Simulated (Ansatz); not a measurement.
# Hypothetical ReO3 type ScCl3, pressure series

Consider ScCl3 in the ReO3 type structure (space group Pm-3m, No. 221; a = 4.987 Å; a hypothetical phase, not in the database extracts checked).

Cell and atoms are relaxed at each pressure.

All numbers come from PBE in Ansatz (plane waves to 420 eV, PAW, no spin-orbit coupling).

```json
[
 {"change": "base", "volume per atom": "31.00 Å³", "band gap": "2.64 eV", "width of the top valence band": "0.65 eV"},
 {"change": "pressure −2 GPa", "volume per atom": "32.71 Å³", "band gap": "___", "width of the top valence band": "0.61 eV"},
 {"change": "pressure −1 GPa", "volume per atom": "31.79 Å³", "band gap": "2.60 eV", "width of the top valence band": "0.63 eV"},
 {"change": "pressure 0.3 GPa", "volume per atom": "30.79 Å³", "band gap": "2.64 eV", "width of the top valence band": "0.67 eV"},
 {"change": "pressure 0.7 GPa", "volume per atom": "30.51 Å³", "band gap": "___", "width of the top valence band": "0.68 eV"},
 {"change": "pressure 1.5 GPa", "volume per atom": "29.99 Å³", "band gap": "2.67 eV", "width of the top valence band": "0.71 eV"},
 {"change": "pressure 3 GPa", "volume per atom": "29.13 Å³", "band gap": "2.70 eV", "width of the top valence band": "0.75 eV"},
 {"change": "pressure 5 GPa", "volume per atom": "28.16 Å³", "band gap": "2.72 eV", "width of the top valence band": "0.80 eV"},
 {"change": "pressure 7.5 GPa", "volume per atom": "27.13 Å³", "band gap": "2.73 eV", "width of the top valence band": "0.86 eV"},
 {"change": "pressure 10 GPa", "volume per atom": "26.27 Å³", "band gap": "2.73 eV", "width of the top valence band": "0.89 eV"}
]
```

Task: Some entries are withheld; estimate them.

Result: 
- pressure −2 GPa, band gap: 2.56 eV
- pressure 0.7 GPa, band gap: 2.65 eV

Load acts through the strain it causes; cell and atoms are relaxed under it. No phonon test of stability was made. Competing high-pressure phases were not computed. The final runs are not spin-polarised.

Ansatz is a quantum-chemistry and plane-wave program.
